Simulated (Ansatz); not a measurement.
# Pt₃In (Pm-3m): resistivity and electron-phonon coupling

Consider the following.

```yaml
crystal:
  lattice:
    - [3.99285, 0.00000, 0.00000]
    - [0.00000, 3.99285, 0.00000]
    - [0.00000, 0.00000, 3.99285]
  atoms:
    - { symbol: In, position: [0.00000, 0.00000, 0.00000] }
    - { symbol: Pt, position: [0.00000, 0.50000, 0.50000] }
    - { symbol: Pt, position: [0.50000, 0.00000, 0.50000] }
    - { symbol: Pt, position: [0.50000, 0.50000, 0.00000] }
```

Calculation: PBEsol, DFPT electron-phonon coupling, linearised Boltzmann equation (plane waves, PAW, scalar-relativistic; Ansatz, an electronic-structure program). How the cell was made: relaxed with this functional, without spin-orbit coupling.

```json
{
 "resistivity at 300 K": "19.8 μΩ·cm",
 "resistivity at 77 K": "4.0 μΩ·cm",
 "electron-phonon coupling λ": "0.39",
 "transport coupling λ_tr": "0.42",
 "logarithmic_mean_phonon_energy": "10.5 meV",
 "density of states at the Fermi level": "1.66 states/(eV·spin·cell)",
 "drude_plasma_energy": "4.9 eV",
 "Hall coefficient at 300 K": "35 ×10⁻¹¹ m³/C"
}
```

A metal at this level (no band gap). Only scattering by harmonic phonons is included (no impurities, grain boundaries, electron-electron scattering or thermal expansion). Spin-orbit coupling is left out, which matters with elements this heavy. The run warned that the eigensolver left some states short of its tolerance. Halving the electron mesh (20x20x20) moves the resistivity by up to 2 % at 300 K, the coupling by up to 4 %. Smearing 0.20 eV; phonons on a 4x4x4 q mesh, which this run doesn't test and which matters most at low temperature.

Formula and space group known from diffraction (Crystallography Open Database), not checked to be the room-temperature form: Pt3In (Pm-3m).
